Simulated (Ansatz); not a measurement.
Density of states of NaH (Fm-3m) above the conduction band minimum, PBEsol, rigid bands (Ansatz, a program for electronic structure); cell volume 27.5 Å³.

```
energy from edge (eV)  10⁻³ states/eV/cell
---------------------  -------------------
0.006                                 24.5
0.031                                 61.9
0.056                                 84.7
0.081                                  103
0.106                                  118
0.131                                  132
0.156                                  144
0.181                                  156
0.206                                  168
0.231                                  179
0.256                                  189
0.281                                  199
0.319                                  214
0.344                                  223
0.369                                  232
0.394                                  241
0.419                                  250
0.444                                  259
0.469                                  268
0.494                                  277
0.519                                  285
0.544                                  294
0.569                                  302
0.594                                  312
```

Problem. What effective density of states at 300 K does this give (∫ g(E) exp(−E/k_BT) dE, both spins, divided by the cell's size)?

Solution. 4.7e19 cm⁻³, a density-of-states mass of 1.51 mₑ, valleys and band degeneracy included.

Spin-orbit coupling is left out. Geometry: cell and atoms relaxed with PBEsol.

Computed structure, not matched to a measured one here, so possibly hypothetical: NaH (Fm-3m).
